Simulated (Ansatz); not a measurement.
**Effect of isotropic strain +3.00 % on BN**

Consider BN in the wurtzite structure (space group P6_3mc, No. 186; a = 2.5545 Å, c = 4.2246 Å).

The change: the cell is scaled by 1.0300 in all directions; the atoms relax in the strained cell.

The values are results of PBE (Ansatz, a first-principles code), no spin-orbit coupling, not measurements. Settings: 15×15×8 k-points, 0.05 eV Fermi–Dirac smearing.

The volume per atom grows by 0.55 Å³ to 6.52 Å³ and the space group remains P6_3mc (No. 186). The shortest interatomic distance rises by 0.046 Å, from 1.567 Å to 1.613 Å and the energy grows by 52 meV/atom. The pressure (mean of the normal stresses, compression positive) goes from zero to -27.91 GPa and the band gap grows by 0.16 eV to 5.39 eV. The gap character remains indirect, Γ → K and the smallest direct gap shrinks by 0.45 eV to 7.78 eV. The mean gap deformation potential ΔEg/Δln V amounts to +1.8 eV and the width of the top valence band decreases by 0.483 eV, from 5.37 eV to 4.88 eV. The electron mass goes from 0.31 mₑ along c, 0.51 mₑ across (at K) to 0.32 mₑ along c, 0.54 mₑ across (at K) and the valence-band top at Γ (three highest levels, from the VBM) becomes 0.00, 0.00, -0.18 eV (base: 0.00, 0.00, -0.26 eV).

Masses are band curvatures over ±0.01 Å⁻¹ around the edge. No phonon test of stability was made.
